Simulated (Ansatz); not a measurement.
Given:

```
MoTe2
1.0
    3.49131     0.00000     0.00000
   -1.74565     3.02356     0.00000
    0.00000     0.00000    13.64827
Mo Te
2 4
Direct
  0.33333   0.66667   0.75000
  0.66667   0.33333   0.25000
  0.33333   0.66667   0.11679
  0.66667   0.33333   0.61679
  0.66667   0.33333   0.88321
  0.33333   0.66667   0.38321
```

No spin polarisation.

Level of theory: PBE-D3(BJ) (Ansatz, a quantum-chemistry and plane-wave program; PAW; 420 eV plane waves; no spin-orbit coupling). k-mesh 11×11×3 (Γ-centred); smearing 0.05 eV (Fermi–Dirac).

Question: Predict the gap character and band gap.

Answer: The gap character comes out as indirect, Γ → K–Γ (44 % along) and the band gap is 0.58 eV.

Spin-orbit coupling, missing from the scalar runs, can matter with Te. Load acts through the strain it causes; cell and atoms are relaxed under it. Stability against distortions was not tested. The cell was made from MoTe2 in the 2H-MoS2 type structure (space group P6_3/mmc, No. 194; layered, stacked along the Cartesian z axis) by this change: pressure 0.3 GPa. The D3 term's C6 switches between coordination references near this geometry, which can add small steps to energies.
